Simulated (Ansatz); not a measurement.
The starting structures come from a database of crystals and need not be the phases stable at ambient conditions.

Consider the following.

```
O2Si
1.0
    4.11412     0.00000     0.00000
    0.00000     5.08125     0.00000
    0.00000     0.00000     4.52716
Si O
4 8
Direct
  0.50000   0.65231   0.75000
  0.50000   0.34769   0.25000
  0.00000   0.84769   0.25000
  0.00000   0.15231   0.75000
  0.73090   0.38242   0.57997
  0.26910   0.61758   0.42003
  0.76910   0.11758   0.07997
  0.23090   0.88242   0.92003
  0.23090   0.11758   0.42003
  0.76910   0.88242   0.57997
  0.26910   0.38242   0.92003
  0.73090   0.61758   0.07997
```

Space group of this cell: Pbcn. The cell is taken as given; by r2SCAN its mean pressure is -9.7 GPa.

Calculation: r2SCAN (plane waves, PAW; Ansatz, a first-principles code).

The current runs along the normal of the first two printed vectors; no spin-orbit coupling. Scaled by the factor s: both lengths across the current (ions clamped). Meshes 8×6×8 and 8×6 across the current in all rows.

```csv
s,mean pressure (GPa),slowest mid-gap decay constant κ (1/Å)
0.98,3.3,?
1.00,-9.7,0.398
1.02,-20.3,0.373
```

Problem. Take the slope of the slowest mid-gap decay constant κ against ln s from the two given rows, extrapolate to s = 0.98, and say what the run there gives.

Solution. Slope = (0.373 − 0.398) / ln 1.02 = -1.26 1/Å. The line gives 0.398 + (-1.26) × ln 0.98 = 0.424 1/Å. The run gives 0.422 1/Å, 0.002 1/Å under the line, 6 % of the predicted step.
